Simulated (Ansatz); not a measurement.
## Computed paths: Os vacancy in hcp Os, neutral cell

Consider Os vacancy in hcp Os, neutral cell. Level of theory: PBE, PAW (plane waves to 420 eV; Ansatz, a program for electronic structure).

Settings: 36 host sites, the relaxed PBE lattice, a 2×2×2 k-point mesh shifted by half a step along c, smearing 0.10 eV, spin-restricted, no image-charge correction. Energies are static. Spin-orbit coupling is left out. Forms of the defect that were not tried may lie lower.

Barriers: single points on a 4×4×3 k-point mesh shifted by half a step along c at the bands' geometries (they differ from the bands' own by up to 0.15 eV, and are uncertain by about as much).

```csv
Route,Start site over the lowest site run (eV),Hop (Å),Forward barrier (eV),Backward barrier (eV),Neighbours at the start,Neighbours at the saddle,Saddle order,"Forward, on the band's own sampling (eV)"
one Os atom jumps into the vacancy from a nearby Os site,0.00,2.78,3.09,3.09,"4 Os at 2.69, 2 Os at 2.71, Os at 2.73, 2 Os at 2.75, Os at 2.76, Os at 2.77 Å","Os at 2.44, 2 Os at 2.49, Os at 2.69, 4 Os at 2.85 Å","not checked, on a symmetry element",3.24
one Os atom jumps into the vacancy from a nearby Os site,0.00,2.66,3.30,3.30,"Os at 2.68, 2 Os at 2.70, 4 Os at 2.71, 2 Os at 2.74, 2 Os at 2.78 Å","4 Os at 2.51, 4 Os at 3.05 Å","not checked, on a symmetry element",3.19
```

Paths come from climbing-image nudged elastic band runs.  A band can be held on a symmetry element, so unchecked saddle points there may be too high.

The whole set of runs took roughly 2.3 core-hours.
